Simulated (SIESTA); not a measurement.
Band structure of SiRu (Pm-3m, 2 atoms in the cell).

```yaml
crystal:
  lattice:
    - [2.91612, 0.00000, 0.00000]
    - [0.00000, 2.91612, 0.00000]
    - [0.00000, 0.00000, 2.91612]
  atoms:
    - { symbol: Si, position: [0.50000, 0.50000, 0.50000] }
    - { symbol: Ru, position: [0.00000, 0.00000, 0.00000] }
```

Level of theory: LDA PW92, numerical atomic orbitals TZP, PseudoDojo LDA standard norm-conserving potentials (rewritten from UPF to PSML) (SIESTA).

Settings: XC.functional = LDA; XC.authors = PW92; potentials = PseudoDojo LDA standard; PAO.BasisSize = TZP; PAO.EnergyShift = 0.01 Ry; MeshCutoff = 400 Ry; kgrid.MonkhorstPack = 8 8 8; OccupationFunction = FD; ElectronicTemperature = 100 meV; MaxSCFIterations = 150; SCF.Mixer.Method = Pulay; SCF.Mixer.Weight = 0.2; SCF.Mixer.History = 6; SCF.DM.Tolerance = 1.0E-05.

The starting cell comes from a database of computed structures (which also holds hypothetical and non-ambient phases and stackings), without a prior relaxation at this level. Spin polarisation is off. Values carry the incompleteness of an atom-centred basis.

Levels in eV from the Fermi level, bands 7 to 12:
```
point      7      8      9     10    11    12
-----  -----  -----  -----  -----  ----  ----
Γ      -5.38  -1.12  -1.12  -1.12  2.61  2.61
X      -4.40  -3.56  -3.56  -0.77  0.92  5.84
M      -4.40  -4.40  -2.71  -2.71  0.43  3.05
R      -7.32  -3.38   0.54   0.54  2.68  2.68
```

Bands cross the Fermi level along this path, so the cell is metallic at this level.

Higher empty bands are left out: an atom-centred basis made for the valence describes them poorly.
